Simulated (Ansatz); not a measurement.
α-phase CO, treated with PBE (Ansatz, a program for electronic structure, PAW).

Numerical settings: plane-wave cutoff 520 eV, 6×6×6 k mesh, perturbation theory, scalar-relativistic PAW data made under PBE.

Computed at the level's own relaxed cell.

Task: Predict the electronic dielectric constant ε∞ and static dielectric constant.

Result: 
- electronic dielectric constant ε∞: 1.51
- static dielectric constant: 1.56

Note: the cell comes from a level without a dispersion term, which matters for the spacing of layers, chains or molecules; the volume lies 32 % above that of the published cell.
